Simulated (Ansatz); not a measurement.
```
CELL_PARAMETERS angstrom
      3.95700     0.00000     0.00000
     -1.97850     3.42686     0.00000
      0.00000     0.00000     5.03694
ATOMIC_POSITIONS crystal
  Si 0.33333 0.66667 0.19802
  Si 0.66667 0.33333 0.80198
  Rh 0.33333 0.66667 0.67344
  Rh 0.66667 0.33333 0.32656
  Rh 0.00000 0.00000 0.00000
```

These are PBEsol, DFPT electron-phonon coupling, linearised Boltzmann equation (plane waves, PAW, scalar-relativistic; Ansatz, a first-principles code) values and carry that method's errors. Cell: relaxed with this functional, without spin-orbit coupling.

**Question.** Estimate the phonon-limited resistivity at 300 K, by direction if it differs.

**Answer.** 4.5 (x), 4.5 (y), 6.3 (z) μΩ·cm.

**Question.** And the electrons' mean free path at that temperature?

**Answer.** 30 (x), 30 (y), 28 (z) nm, weighted by the current that each state carries. Wires not much wider than this gain resistivity from their walls.

A metal at this level (no band gap). Only scattering by harmonic phonons is included (no impurities, grain boundaries, electron-electron scattering or thermal expansion). Spin-orbit coupling is left out. The run warned that the eigensolver left some states short of its tolerance. Halving the electron mesh (24x24x16) moves the resistivity by up to 8 % at 300 K, the mean free path by up to 5 %. Smearing 0.20 eV; phonons on a 4x4x3 q mesh, which this run doesn't test.

Computed structure with no diffraction record at hand here (it may be known, metastable or hypothetical): Rh3Si2 (P-3m1).
